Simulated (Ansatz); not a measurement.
For SnSe₂ (model structure, started from the 3R-MoS2 type, R3m, No. 160, 3 atoms in the cell), PBEsol in Ansatz (PAW) gives:

| Property | Value |
|---|---|
| lattice parameter a | 3.830 Å |
| c axis length | 16.992 Å |
| formation enthalpy | -0.151 eV/atom |

### Question
What does PBE-D3(BJ) (plane waves, PAW; Ansatz, a quantum-chemistry and plane-wave program) give for the same quantities?

### Answer

- lattice constant a: 3.838 Å (increases by 0.2 %)
- lattice parameter c: 17.106 Å (goes up by 0.7 %)
- formation enthalpy: -0.159 eV/atom (moves by -0.008 eV/atom)

Changes are worked out from the printed values.

Unless a cell is named, each level is at its own relaxed cell (PBEsol 23.99, PBE-D3(BJ) 24.25 Å³/atom).

Levels without +SOC leave out spin–orbit coupling, which shifts energies and cells of such heavy elements.

Ansatz's density-functional and Hartree–Fock values are scalar-relativistic unless marked +SOC, with PAW data made under PBE.

A model structure was made by putting elements into a prototype or built by hand; it is no filed structure, need not be a known phase, and can be a saddle point held by its symmetry.
